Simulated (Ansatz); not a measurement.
**Carrier properties of SnO$_{2}$ under load (space group P4_2/mnm)**

Consider the following.

```yaml
crystal:
  lattice:
    - [4.74508, 0.00000, 0.00000]
    - [0.00000, 4.74508, 0.00000]
    - [0.00000, 0.00000, 3.25672]
  atoms:
    - { symbol: Sn, position: [0.00000, 0.00000, 0.00000] }
    - { symbol: Sn, position: [0.50000, 0.50000, 0.50000] }
    - { symbol: O, position: [0.30673, 0.30673, 0.00000] }
    - { symbol: O, position: [0.69327, 0.69327, 0.00000] }
    - { symbol: O, position: [0.80673, 0.19327, 0.50000] }
    - { symbol: O, position: [0.19327, 0.80673, 0.50000] }
```

All values below come from PBE, rigid bands (plane waves, PAW, scalar-relativistic; Ansatz, an electronic-structure program). Condition of this run: uniaxial stress along c of -4 GPa (compression positive) (the target of the relaxation). Cell: cell and atoms relaxed with PBEsol, then loaded as said.

```json
{
  "band_gap": "0.92 eV",
  "electron conductivity mass (300 K, dilute)": "0.192 (x), 0.192 (y), 0.174 (z) mₑ",
  "hole conductivity mass (300 K, dilute)": "1.48 (x), 1.48 (y), 1.95 (z) mₑ",
  "effective density of states N_c (300 K)": "1.9e18 cm⁻³",
  "effective density of states N_v (300 K)": "4.9e19 cm⁻³",
  "density_of_states_mass_electrons": "0.176 mₑ",
  "density_of_states_mass_holes": "1.57 mₑ",
  "Seebeck coefficient, n-type 1e19 cm⁻³, 300 K": "-108 μV/K",
  "best n-type power factor at 300 K for τ = 10 fs (best axis; densities from 1e16 to 1e21 cm⁻³ tried, whether or not they can be reached)": "1.83 μW/(cm·K²) at 1e19 cm⁻³",
  "Seebeck coefficient, p-type 1e19 cm⁻³, 300 K": "350 μV/K",
  "best p-type power factor at 300 K for τ = 10 fs (best axis; densities from 1e16 to 1e21 cm⁻³ tried, whether or not they can be reached)": "5.0 μW/(cm·K²) at 1e20 cm⁻³"
}
```

Rigid bands; masses and Seebeck coefficients take one relaxation time τ for all states and one kind of carrier; polarons and phonon drag are left out. Spin-orbit coupling is left out; where it splits the top of the valence band, N_v and the p-type Seebeck coefficient come out somewhat high without it. Geometry: cell and atoms relaxed with PBEsol.
